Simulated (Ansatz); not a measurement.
Density of states of SrPd2Sb2 (P4/nmm) near the Fermi level, Ansatz (an electronic-structure program) with PBEsol, rigid bands.

```
E − E_F (eV) | states/eV/cell
    -1.95 | ###################### 6.58
    -1.85 | ##################### 6.04
    -1.75 | #################### 5.80
    -1.65 | ################## 5.19
    -1.55 | ################ 4.64
    -1.45 | ################ 4.62
    -1.35 | ############### 4.49
    -1.25 | #################### 5.92
    -1.15 | ##################### 6.09
    -1.05 | ############################## 8.83
    -0.95 | ######################### 7.31
    -0.85 | ###################### 6.35
    -0.75 | ##################### 6.13
    -0.65 | ################## 5.26
    -0.55 | ################# 5.08
    -0.45 | ################### 5.50
    -0.35 | ################### 5.53
    -0.25 | ################### 5.69
    -0.15 | #################### 5.83
    -0.05 | ################# 5.09
     0.05 | ############# 3.93
     0.15 | ############ 3.67
     0.25 | ############# 3.70
     0.35 | ############# 3.79
     0.45 | ############ 3.41
     0.55 | ########### 3.33
     0.65 | ############ 3.66
     0.75 | ############# 3.70
     0.85 | ############# 3.72
     0.95 | ############# 3.76
     1.05 | ############# 3.68
     1.15 | ############ 3.42
     1.25 | ########## 2.81
     1.35 | ######### 2.57
     1.45 | ######## 2.45
     1.55 | ####### 2.08
     1.65 | ###### 1.67
     1.75 | ##### 1.56
     1.85 | ###### 1.76
     1.95 | ###### 1.91
```

Problem. How far does the Fermi level move in a rigid band for 0.1 electron a cell added or removed?

Solution. 23 meV and -21 meV.

A metal at this level (no band gap); rigid bands, thermally averaged at 300 K, both spins. Spin-orbit coupling is left out. Geometry: cell and atoms relaxed with PBEsol.

Computed structure, not matched to a measured one here, so possibly hypothetical: SrPd2Sb2 (P4/nmm).
